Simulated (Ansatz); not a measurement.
Response to strain in Ge

Base system: Ge in the diamond structure (space group Fd-3m, No. 227).

```cif
data_Ge8
_chemical_formula_sum 'Ge8'
_space_group_name_H-M_alt 'Fd-3m :1'
_space_group_IT_number 227
_space_group_name_Hall 'F 4d 2 3 -1d'
_cell_length_a 5.76168
_cell_length_b 5.76168
_cell_length_c 5.76168
_cell_angle_alpha 90.000
_cell_angle_beta 90.000
_cell_angle_gamma 90.000
loop_
_atom_site_label
_atom_site_type_symbol
_atom_site_symmetry_multiplicity
_atom_site_Wyckoff_symbol
_atom_site_fract_x
_atom_site_fract_y
_atom_site_fract_z
_atom_site_occupancy
Ge1 Ge 8 b 0.50000 0.50000 0.50000 1
```
(The calculation used a cell of 2 atoms; values per cell refer to that cell.)

Strains are applied to the cell and any free atomic positions relax.

Method: PBE, PAW, 420 eV (Ansatz, a quantum-chemistry and plane-wave program; without spin-orbit coupling).

Candidates:
(a) isotropic strain −3.00 %
(b) isotropic strain +2.00 %
(c) isotropic strain +3.00 %
(d) isotropic strain −2.50 %

Notes on the quantities. energy relative to the base: free energy F.

### Question
Order them by energy relative to the base, lowest first.

### Answer
(b) isotropic strain +2.00 % (+15 meV/atom), (d) isotropic strain −2.50 % (+27 meV/atom), (c) isotropic strain +3.00 % (+32 meV/atom), (a) isotropic strain −3.00 % (+40 meV/atom)

Stability against distortions was not tested.
